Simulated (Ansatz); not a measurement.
Results of LDA (PAW; Ansatz, a program for electronic structure) for Ti5Te4 (I4/m, No. 87).

Run with plane-wave cutoff 520 eV, 16×16×16 k mesh, Fermi–Dirac smearing 0.05 eV, no spin polarisation, scalar-relativistic PAW data made under PBE.

The cell is scaled about its equilibrium volume:

Shape and atoms are relaxed at each volume.

```csv
V (Å³/atom),P (GPa),c (Å),a (Å)
19.310,3.76,3.570,9.867
19.712,1.77,3.599,9.929
20.114,0.01,3.628,9.990
20.517,-1.56,3.655,10.052
20.919,-2.94,3.682,10.112
```

Note: the volume lies 7 % below that of the published cell; the bulk modulus comes from volumes at which shape and atoms were relaxed.
